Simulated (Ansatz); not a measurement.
The starting structures come from a database of crystals and need not be the phases stable at ambient conditions.

Inside the gap of an insulator the Bloch states are evanescent, with a wavenumber k + iκ along the transport direction.

Given:

```xyz
16
Lattice="6.9426 -0.0176 0.0292 -2.0655 6.7083 -0.0304 1.1700 2.3384 5.2517" Properties=species:S:1:pos:R:3 pbc="T T T"
Bi     4.8490     4.4141     3.2319
Bi     1.1981     4.6150     2.0186
P      2.3281     1.3789     0.9888
P      3.7189     7.6502     4.2617
Pb     5.9674     1.5444     0.8988
Pb     0.0797     7.4848     4.3517
O     -0.7838     4.1918     1.3483
O      6.8309     4.8373     3.9022
O      2.5317     6.8450     4.8836
O      3.5154     2.1842     0.3669
O      5.2032     2.1247     3.4668
O      0.8439     6.9044     1.7837
O      1.5350     2.2759     1.9980
O      4.5121     6.7532     3.2525
O      2.5428     3.2505     5.1147
O      3.5043     5.7786     0.1358
```

Space group of this cell: P-1. The cell was relaxed by PBE-D3(BJ); by PBEsol its mean pressure is -1.9 GPa.

Transport runs along the normal of the first two printed cell vectors.

No gap correction and no spin-orbit coupling; mid-gap values are interpolated between computed energies.

**Question.** Give the band gap and the smallest decay constant κ at mid-gap that PBEsol run with Ansatz (a program for electronic structure) yields.

**Answer.** Gap 3.31 eV on a 6×6×6 mesh; κ = 0.359 1/Å, at (0.500, 0.500) of the in-plane reciprocal vectors. At the zone centre, at the nearest computed energy, the slowest state has κ = 0.46 1/Å.
